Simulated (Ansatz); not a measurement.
The reference is SrBi3 in the Cu3Au type structure (space group Pm-3m, No. 221; a = 4.986 Å; a cell from a computed database, its experimental status unchecked; relaxed with 0.1 eV smearing). Axes: x, y, z lie along the cube axes.

Level of theory: PBEsol (Ansatz, a program for electronic structure, PAW, spin-orbit coupling left out).

For the base:

- Volume per atom = 30.99 Å³

Now apply this change: biaxial strain +0.62 %, plane normal [110], relaxed out of plane (Cartesian); in-plane vectors clamped, the third vector and the atoms free.

Task: Predict the new volume per atom.

Result: The volume per atom increases by 0.21 Å³ (30.99 Å³ → 31.20 Å³).

Task: Estimate the effect on the energy relative to the base.

Result: The energy grows by 0.6 meV/atom.

Task: What does the calculation give for the in-plane stress after the change?

Result: The mean in-plane stress (compression positive) comes out as -0.5 GPa.

No phonon test of stability was made.
